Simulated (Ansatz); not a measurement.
# GaN: biaxial strain +2.50 %, plane normal [001], relaxed out of plane

Base system: GaN in the zinc blende structure (space group F-43m, No. 216; a = 4.455 Å). Axes: x, y, z lie along the cube axes.

It is then changed as follows: biaxial strain +2.50 %, plane normal [001], relaxed out of plane (Cartesian); in-plane vectors clamped, the third vector and the atoms free.

The values are results of LDA (Ansatz, a quantum-chemistry and plane-wave program), without spin-orbit coupling, not measurements. Settings: 13×13×13 k-points, 0.05 eV Fermi–Dirac smearing.

The volume per atom rises by 0.23 Å³, from 11.06 Å³ to 11.29 Å³ and the space group goes from F-43m (No. 216) to I-4m2 (No. 119). The energy rises by 11 meV/atom and the pressure (mean of the normal stresses, compression positive) goes from zero to -4.19 GPa. The band gap decreases by 0.292 eV, from 1.96 eV to 1.66 eV and the gap character stays direct at Γ. The electron mass changes from 0.18 mₑ (at Γ) to 0.16 mₑ out of plane, 0.17 mₑ in plane (at Γ) and the hole mass is 0.16 mₑ out of plane, 0.83 mₑ in plane (at Γ). The valence-band top at Γ (three highest levels, from the VBM) changes from 0.00, 0.00, 0.00 eV to 0.00, -0.23, -0.23 eV and the valley order (the lowest conduction-band minima on the path, energy above the VBM, named in the base's zone) becomes Γ 1.66 eV; X along [001] 2.90 eV (base: Γ 1.96 eV; X along ⟨100⟩ 3.27 eV). The out-of-plane strain comes out as -2.83 % and the ratio −ε⊥/ε∥ amounts to 1.13. The mean in-plane stress (compression positive) is -6.3 GPa.

Final structure (turned so that z lies along the plane normal):

```
CELL_PARAMETERS angstrom
      3.22919     0.00000     0.00000
      0.00000     3.22919     0.00000
      1.61459    -1.61459     2.16454
ATOMIC_POSITIONS crystal
  Ga 0.00000 0.00000 0.00000
  N  0.75000 0.75000 0.50000
```

Effective masses come from finite differences of ±0.01 Å⁻¹. Whether these cells are dynamically stable was not tested. This is not the structure that GaN has at room temperature and ambient pressure. k-point labels follow each cell's own Brillouin zone.
